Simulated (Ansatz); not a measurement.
## CsCl-type FeAl

These are LDA in Ansatz (PAW) values and carry that method's errors.

Settings: plane-wave cutoff 520 eV, 18×18×18 k mesh, Fermi–Dirac smearing 0.05 eV, no spin polarisation, scalar-relativistic PAW data made under PBE.

Cell: relaxed at this level.

For CsCl-type FeAl, the volume per atom is 11.11 Å³/atom, the bulk modulus B0 comes out as 207 GPa and the lattice parameter a is 2.812 Å. The band gap comes out as none and the pressure derivative B′ of the bulk modulus is 4.2.

Measured, for comparison: equilibrium volume per atom 12.32 Å³/atom, lattice constant a 2.910 Å (room temperature, not corrected to a static lattice; as tabulated in Liu et al. (2023), doi:10.1107/s2414314623010659); bulk modulus 152 GPa (room temperature, not corrected to a static lattice; as tabulated in Yamada et al. (2019), arXiv:1910.09660). Computed (rounded) less measured: equilibrium volume per atom -9.8 %, bulk modulus +36 %, lattice constant a -3.4 %.

Computed values are for the static lattice.

The result took about 50 core-seconds (a rough figure).

Ansatz is a program for electronic structure.
